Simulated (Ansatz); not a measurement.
CdS (model structure, started from the BeO type, P4₂/mnm, No. 136, 8 atoms in the cell) was calculated with r²SCAN in Ansatz (plane waves, PAW).

Settings: plane-wave cutoff 560 eV, 6×6×10 k mesh (along the axes of the cell as run), Fermi–Dirac smearing 0.01 eV, scalar-relativistic PAW data made under PBE.

Cell (relaxed at this level):

```yaml
crystal:
  lattice:
    - [7.12892, 0.00000, 0.00000]
    - [0.00000, 7.12892, 0.00000]
    - [0.00000, 0.00000, 4.19653]
  atoms:
    - { symbol: Cd, position: [0.32197, 0.67803, 0.00000] }
    - { symbol: Cd, position: [0.67803, 0.32197, 0.00000] }
    - { symbol: Cd, position: [0.82197, 0.82197, 0.50000] }
    - { symbol: Cd, position: [0.17803, 0.17803, 0.50000] }
    - { symbol: S, position: [0.31566, 0.31566, 0.00000] }
    - { symbol: S, position: [0.68434, 0.68434, 0.00000] }
    - { symbol: S, position: [0.18434, 0.81566, 0.50000] }
    - { symbol: S, position: [0.81566, 0.18434, 0.50000] }
```

Problem. Estimate the band gap that the calculation returns.

Solution. 
- band gap: 1.72 eV

Note: the relaxation could raise the start's symmetry but not lower it, so the cell can be a saddle point.

Spin–orbit coupling is not included.

Static lattice: no zero-point or thermal effects.

The result took about 80 core-seconds (a rough figure).

A model structure was made by putting elements into a prototype or built by hand; it is no filed structure, need not be a known phase, and can be a saddle point held by its symmetry.

Ansatz is a program for electronic structure.
